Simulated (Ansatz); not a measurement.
# Effect of strain tensor (xx, yy, zz, yz, xz, xy) = (−2.01, +1.92, +1.10, +0.65, +0.86, −0.90) % on AlRu

Start from AlRu in the CsCl type structure (space group Pm-3m, No. 221; a = 2.983 Å; relaxed with 0.1 eV smearing). Axes: x, y, z lie along the cube axes.

Perturbation: the symmetric strain tensor [-0.0201 -0.0089 0.0086; -0.0089 0.0192 0.0064; 0.0086 0.0064 0.0110], atoms relaxed at fixed cell.

The values are results of r2SCAN (Ansatz, a quantum-chemistry and plane-wave program, PAW, no spin-orbit coupling), earlier PAW set, not measurements. Γ-centred 19×19×19 mesh, Fermi–Dirac width 0.1 eV.

Volume per atom: 13.40 Å³ (base 13.27 Å³)
Shortest interatomic distance: 2.551 Å (base 2.584 Å)
Energy relative to the base (free energy F): +12 meV/atom
Pressure (mean of the normal stresses, compression positive): -1.8 GPa (base 0.0 GPa)
Band gap: zero (base zero)
Stress (xx, yy, zz, yz, xz, xy; compression positive): (2.7, -4.7, -3.3, -1.8, -2.4, 2.5) GPa

Stability against distortions was not tested. The final runs are not spin-polarised.
